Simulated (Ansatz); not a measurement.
The parent structure is LiF in the rock salt structure (space group Fm-3m, No. 225; a = 4.0680 Å).

The values are results of DFT with PBE, PAW potentials and a 420 eV plane-wave cutoff in Ansatz (an electronic-structure program), scalar-relativistic without spin-orbit coupling, not measurements.

Strains are applied to the cell and any free atomic positions relax.

One change was made to it. Results:

The gap character stays direct at Γ; the mean gap deformation potential ΔEg/Δln V comes out as -9.0 eV; the energy goes up by 11 meV/atom.

### Question
What was done to the base?
A. isotropic strain −1.00 %
B. isotropic strain +2.50 %
C. isotropic strain −0.50 %
D. isotropic strain −2.50 %
E. isotropic strain +3.00 %

### Answer
D, isotropic strain −2.50 %. For comparison, the energy relative to the base in the other runs: isotropic strain −0.50 % gives +0.4 meV/atom; isotropic strain −1.00 % gives +1.6 meV/atom; isotropic strain +2.50 % gives +9.2 meV/atom; isotropic strain +3.00 % gives +13 meV/atom.

Whether these cells are dynamically stable was not tested.
